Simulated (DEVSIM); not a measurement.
**Schottky contact on p-type Si**

System: Schottky contact on p-type Si, at 300 K.

```
layer (left to right)  material  thickness (μm)  Na (cm⁻³)  τn (s)  τp (s)
---------------------  --------  --------------  ---------  ------  ------
1                            Si            8.50     2.2e16  3.4e-6  3.4e-6
2                            Si            1.00     2.2e18  3.4e-6  3.4e-6
```

Left contact: Schottky, work function 4.754 eV, emission velocity 2.8e6 cm/s. Right contact: ohmic. Voltage is applied to the left contact. Recombination: SRH at mid-gap, Auger. Mobility is μmin + (μ − μmin)/(1 + (N/Nref)^α).

Constants are typed, rounded textbook-type inputs, not results; the design itself was drawn at random and stands for no fabricated device. Values at 300 K.

| parameter | Si |
|---|---|
| gap (eV) | 1.124 |
| affinity (eV) | 4.05 |
| permittivity | 11.7 |
| Nc (cm⁻³) | 2.86e19 |
| Nv (cm⁻³) | 3.1e19 |
| μn (cm²/Vs) | 1417 |
| μp (cm²/Vs) | 470 |
| μn,min | 52 |
| μp,min | 45 |
| Nref,n | 9.7e16 |
| Nref,p | 2.2e17 |
| αn | 0.68 |
| αp | 0.72 |
| Cn (cm⁶/s) | 2.8e-31 |
| Cp (cm⁶/s) | 9.9e-32 |

Simulated with DEVSIM: 1D drift-diffusion, Boltzmann statistics, complete ionisation; no tunnelling, impact ionisation, image-force lowering or self-heating. Metal contacts follow the ideal Schottky-Mott rule: no Fermi-level pinning, no interface dipoles.

The potential step across the device at zero bias is 0.352 V and the dark forward voltage at 100 A/cm² comes out as 0.184 V.

Dark forward current:

```json
[
 {"V (V)": "-0.05", "J (A/cm²)": "-5.1"},
 {"V (V)": "-0.10", "J (A/cm²)": "-25"},
 {"V (V)": "-0.15", "J (A/cm²)": "-66"},
 {"V (V)": "-0.20", "J (A/cm²)": "-120"},
 {"V (V)": "-0.25", "J (A/cm²)": "-190"},
 {"V (V)": "-0.30", "J (A/cm²)": "-260"},
 {"V (V)": "-0.35", "J (A/cm²)": "-330"},
 {"V (V)": "-0.40", "J (A/cm²)": "-400"},
 {"V (V)": "-0.45", "J (A/cm²)": "-480"},
 {"V (V)": "-0.50", "J (A/cm²)": "-550"},
 {"V (V)": "-0.55", "J (A/cm²)": "-630"},
 {"V (V)": "-0.60", "J (A/cm²)": "-710"},
 {"V (V)": "-0.65", "J (A/cm²)": "-790"},
 {"V (V)": "-0.70", "J (A/cm²)": "-870"},
 {"V (V)": "-0.75", "J (A/cm²)": "-950"},
 {"V (V)": "-0.80", "J (A/cm²)": "-1000"},
 {"V (V)": "-0.85", "J (A/cm²)": "-1100"},
 {"V (V)": "-0.90", "J (A/cm²)": "-1200"},
 {"V (V)": "-0.95", "J (A/cm²)": "-1300"},
 {"V (V)": "-1.00", "J (A/cm²)": "-1300"},
 {"V (V)": "-1.05", "J (A/cm²)": "-1400"},
 {"V (V)": "-1.10", "J (A/cm²)": "-1500"},
 {"V (V)": "-1.15", "J (A/cm²)": "-1600"},
 {"V (V)": "-1.20", "J (A/cm²)": "-1700"},
 {"V (V)": "-1.25", "J (A/cm²)": "-1800"},
 {"V (V)": "-1.30", "J (A/cm²)": "-1800"},
 {"V (V)": "-1.35", "J (A/cm²)": "-1900"},
 {"V (V)": "-1.40", "J (A/cm²)": "-2000"}
]
```
